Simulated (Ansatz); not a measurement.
Worked calculations on one periodic cell of amorphous In9Ga9Zn9O36H2: In9Ga9Zn9O36H2, 65 atoms, volume 855.4 Å³, made by a melt-quench on the CHGNet potential and relaxed with DFT. O atoms were pushed apart under 1.9 Å during the dynamics, to hinder bonds among them. It is a model cell: composition and starting density were chosen by hand, and all elements were melted together. Cycles of charging were run to anneal it. Level of theory: PBE, scalar-relativistic without spin-orbit coupling (plane waves to 420 eV, PAW; Ansatz, an electronic-structure program). Sampling: a 2×2×2 Γ-centred mesh; Fermi-Dirac width 0.02 eV; no spin polarisation. Its volume was relaxed, its shape was held as a cube, and it stands at a mean pressure of 0.1 GPa with stress components up to 1.0 GPa; the relaxation ran on the zone centre alone. Its density went from a set 5.64 to 5.49 g/cm³. The cell is small and was quenched far faster than a real film, so it is one sample of the glass.

### Question
Count formal charges (In +3, Ga +3, Zn +2, O -2, H +1). What does the count lead one to expect at the Fermi level, and what does the calculation give?

### Answer
9 × (+3) + 9 × (+3) + 9 × (+2) + 36 × (-2) + 2 × (+1) = +2. 2 electrons are left on cation states, in cation-cation bonds, defect levels or the conduction band. The calculation finds no gap beyond the smearing on this mesh.

The cell was scaled and its atoms relaxed again at each volume (the zone centre alone): 778.4 Å³, 8.64 GPa; 855.4 Å³, -0.04 GPa; 906.7 Å³, -3.24 GPa.

### Question
Estimate the bulk modulus over this range from B = −dP/d ln V.

### Answer
Between the ends: −(-3.24 − 8.64) / ln(906.7/778.4) = 78 GPa, a mean over the range at 0 K with the atoms relaxed.
